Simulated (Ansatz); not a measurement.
Start from BaTiO3 in the cubic perovskite structure (space group Pm-3m, No. 221; a = 3.994 Å). Axes: x, y, z lie along the cube axes.

Method: Ansatz (a program for electronic structure) r2SCAN, scalar-relativistic without spin-orbit coupling, earlier PAW set.

Base values:

The band gap comes out as 2.18 eV. The pressure is 0.00 GPa.

Perturbation: the cell is stretched by 1.08 % along y with no lateral relaxation, atoms relaxed at fixed cell.

**Question.** What does the calculation give for the band gap and pressure after the change?

**Answer.** The band gap shrinks by 0.05 eV (2.18 eV → 2.13 eV); the pressure (mean of the normal stresses, compression positive) goes from zero to -1.87 GPa.

The cells carry an imposed strain or load. Stability against distortions was not tested. All final runs are without spin polarisation. Many cubic perovskites are stable only at high temperature; tilts and polar distortions were not tested. This is not the structure that BaTiO3 has at room temperature and ambient pressure.
